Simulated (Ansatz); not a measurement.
Abridged Ansatz (a first-principles code) output:

```
Relaxation: its limit of steps is 50 (relax.max_steps)
Pseudopotential: Cu, paw, valence charge 19
Pseudopotential: Au, paw, valence charge 19
Crystal: 4 atoms, lattice volume = 58.048 Å³
Basis set: ecut = 420 eV, 1141 PW (Γ), exchange–correlation on 54×54×54 points (8 copies of the dense FFT grid, shifted against one another)
Bands: 46, of which v1, the nominal top of the filled ones, is band 38 counted from 1 (37 counted from 0)
Symmetry: 48 space group operations
k-points: 120 of 3375
Functional: x = pbe(κ = 0.804, μ = 0.2195149727645171), c = pbe(β = 0.06672455060314922)
SCF iter   1: F=—  HF=-33024.919059 eV  |F-HF|=—  |Δ(HF+E_count)|=         —  Δρ=2.12e-3  dr2=1.73e-3  ethr=1.77e-3  ⟨swp⟩=5.6  Hψ=17989  notcnv=0  defer=89
SCF iter   2: F=—  HF=-33024.919479 eV  |F-HF|=—  |Δ(HF+E_count)|=   4.20e-4  Δρ=7.84e-4  dr2=2.78e-4  ethr=2.27e-6  ⟨swp⟩=2.0  Hψ=9586  notcnv=0  defer=106
SCF 1 converged in 9 iterations: F = -33024.919540 eV  dr2 = 1.14e-10
relax step   1: F+E_penalty+E_count = -33024.91954008 eV  Δ(F+E_penalty+E_count) = +0.000e0 eV  max|allowed force component| = 6.469e-29 eV/Å  Δτ_max = 0.0000 Å  (9 SCF iters, accepted)
SCF converged after 9 iterations
Free energy (F): -33024.919540 eV
Internal energy: -33024.879879 eV  (E = F + TS)
E sigma→0 (E₀):  -33024.899709 eV
Entropy (-TS):   -0.039662 eV (-9.915 meV/atom)
Fermi energy:    15.906403 eV
--- Forces (eV/Å), atoms counted from 1 ---
  atom   1  Cu     0.00000000    -0.00000000    -0.00000000
  atom   2  Cu     0.00000000    -0.00000000     0.00000000
  atom   3  Cu     0.00000000    -0.00000000    -0.00000000
  atom   4  Au    -0.00000000     0.00000000    -0.00000000
--- Stress (GPa, compression-positive) ---
       -8.358633      -0.000000       0.000000
       -0.000000      -8.358633       0.000000
        0.000000       0.000000      -8.358633
  P = ⅓ Tr σ = -8.3586 GPa (-83.586 kbar)
--- Relaxed structure (1 steps of the walk, 1 accepted, 0 SCFs on fresh bases) ---
  atoms:
    - { symbol: Cu, position: [0.0, 0.5, 0.5] }
    - { symbol: Cu, position: [0.5, 0.5, 0.0] }
    - { symbol: Cu, position: [0.5, 0.0, 0.5] }
    - { symbol: Au, position: [0.0, 0.0, 0.0] }
```

Task: What was computed, and what are the main results?

Result: Cu3Au, 4 atoms in the cell, with Ansatz PBE, no spin-orbit coupling. The last SCF converged to F = -33024.919540 eV, or -8256.2299 eV per atom, at a pressure of -8.36 GPa. The total energy compares only with runs of the same code, potentials and settings.

The cells carry an imposed strain or load. Stability against distortions was not tested. All final runs are without spin polarisation. The cell was made from Cu3Au in the Cu3Au type structure (space group Pm-3m, No. 221) by this change: isotropic strain +2.41 %.

Keys are those of Ansatz 0.2.
